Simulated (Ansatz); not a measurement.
Cu (model structure, Pm-3m, No. 221, 1 atom in the cell), treated with PBEsol (Ansatz, an electronic-structure program, PAW).

Run with plane-wave cutoff 520 eV, 22×22×22 k mesh, Fermi–Dirac smearing 0.05 eV, no spin polarisation, scalar-relativistic PAW data made under PBE.

Cell (relaxed at this level):

```
CELL_PARAMETERS angstrom
      2.35919     0.00000     0.00000
      0.00000     2.35919     0.00000
      0.00000     0.00000     2.35919
ATOMIC_POSITIONS crystal
  Cu 0.00000 0.00000 0.00000
```

Question: What does this level give for the bulk modulus?

Answer: 
* **bulk modulus**: 124 GPa

Note: the run has no spin polarisation, so it can have missed a magnetic state; the bulk modulus is −V dP/dV from two relaxed cells at ±2 % in volume; the relaxation could raise the start's symmetry but not lower it, so the cell can be a saddle point.

Static lattice: no zero-point or thermal effects.

It cost roughly 50 core-seconds of CPU time.

A model structure was made by putting elements into a prototype or built by hand; it is no filed structure, need not be a known phase, and can be a saddle point held by its symmetry.
